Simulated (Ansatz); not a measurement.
A zone-centre phonon calculation of BiSbPd2 (P-6m2, 4 atoms in the cell) with Ansatz (a quantum-chemistry and plane-wave program).

Method: LDA (PW92), PAW files made with PBE (plane waves; Ansatz).

```
CELL_PARAMETERS angstrom
      4.13436     0.00000     0.00000
     -2.06718     3.58046     0.00000
      0.00000     0.00000     5.61679
ATOMIC_POSITIONS crystal
  Sb 0.66667 0.33333 0.00000
  Bi 0.00000 0.00000 0.50000
  Pd 0.33333 0.66667 0.75651
  Pd 0.33333 0.66667 0.24349
```

Reference input (self-consistent single point, DFT, PBEsol, plane waves, PAW files made with PBE): basis.ecutwfc = 420 eV; kpoints.mp_grid.grid = 6 6 4; hamiltonian.xc = pbesol; hamiltonian.pseudopotentials = {kind: paw} (the program's default PAW files); scf.occupations.method = fermi_dirac; scf.occupations.width = 0.1 eV. This run's input differs from it in these lines:

Ansatz 0.2 input:
```diff
@@ -16,3 +16,3 @@
 hamiltonian:
-  xc: pbesol
+  xc: lda
   pseudopotentials:
@@ -24,6 +24,4 @@
     width: 0.1
-output:
-  forces: true
-  eigenvalues: true
-  stress: true
+phonons:
+  method: dfpt
```

Output, abridged:

```
SCF iter   1: F=—  HF=-32120.540680 eV  |F-HF|=—  |Δ(HF+E_count)|=         —  Δρ=1.70e-1  dr2=3.44e1  ethr=3.10e-3  ⟨swp⟩=7.4  Hψ=7863  notcnv=0  defer=1
all-band conjugate gradients solve this SCF's bands
preconditioner: auto → Kerker (q_TF=auto, 2.625 Å⁻¹)
SCF iter   2: F=—  HF=-32115.824846 eV  |F-HF|=—  |Δ(HF+E_count)|=    4.72e0  Δρ=7.00e-2  dr2=6.80e0  ethr=3.10e-3  ⟨swp⟩=3.0  Hψ=4202  notcnv=0  defer=6
   [... lines left out ...]
SCF iter  11: F=—  HF=-32114.560674 eV  |F-HF|=—  |Δ(HF+E_count)|=  4.55e-10  Δρ=5.11e-7  dr2=4.33e-10  ethr=3.47e-12  ⟨swp⟩=2.1  Hψ=2707  notcnv=0  defer=20
SCF iter  12: F=—  HF=-32114.560674 eV  |F-HF|=—  |Δ(HF+E_count)|=  9.82e-11  Δρ=2.29e-7  dr2=1.04e-10  ethr=1.00e-12  ⟨swp⟩=2.0  Hψ=2155  notcnv=0  defer=20
SCF iter  13: F=—  HF=-32114.560674 eV  |F-HF|=—  |Δ(HF+E_count)|=  2.18e-11  Δρ=7.09e-8  dr2=1.06e-11  ethr=1.00e-12  ⟨swp⟩=1.0  Hψ=1860  notcnv=0  defer=20
SCF iter  14: F=-32114.560674 eV  HF=-32114.560674 eV  |F-HF|=1.82e-11  |Δ(HF+E_count)|=  3.64e-12  Δρ=2.06e-8  dr2=8.46e-13  ethr=1.00e-12  ⟨swp⟩=7.1  Hψ=7432  notcnv=0
SCF 1 converged in 14 iterations: F = -32114.560674 eV  dr2 = 8.46e-13
DFPT response loops at Γ: preconditioner auto → Kerker (q_TF=auto, 2.625 Å⁻¹) (partly filled bands, converged f_vac=0.012) …
Free energy (F): -32114.560674 eV
Internal energy: -32114.487980 eV  (E = F + TS)
E sigma→0 (E₀):  -32114.524327 eV
Entropy (-TS):   -0.072694 eV (-18.174 meV/atom)
Fermi energy:    15.149977 eV
--- Phonons (Γ-DFPT): 6 representative perturbations + reference, on 47 of 144 k-points (Σ response iterations 18) ---
  k mesh reduced under 2 symmetry operations, with k and −k counted as one. Each operation leaves every solved perturbation unchanged …
  ASR residual: 4.644e-4 → 0.000e0 eV/Å²; symmetrization residual: 5.576e-5 eV/Å²
  ASR residual per site (eV/Å²): 7.95e-5 6.65e-5 4.64e-4 4.64e-4
  Γ frequencies (cm⁻¹): 0.00 0.00 0.00 89.51 89.51 105.41 105.41 114.35 121.05 156.54 156.54 194.29
  non-analytic LO–TO correction: not included (Born effective charges unavailable; polar crystals: no LO–TO splitting at Γ)
```

The run converged in 14 iterations. 

Summary of the result:
```
Quantity                                                                                               Value
--------------------------------------------------------  --------------------------------------------------
Free energy E − TS (on the zero of these files)                                               -32114.5607 eV
Fermi level (on the code's own zero)                                                                15.15 eV
Zone-centre frequencies (cm⁻¹; negative means imaginary)  0, 0, 0, 90, 90, 105, 105, 114, 121, 157, 157, 194
```

The starting cell comes from a database of computed structures (which also holds hypothetical and non-ambient phases and stackings), without a prior relaxation at this level. Its lattice was rescaled by a random factor within 2.5 % of one. Spin polarisation is off.

Cost on one core of a shared machine: roughly 60 s.
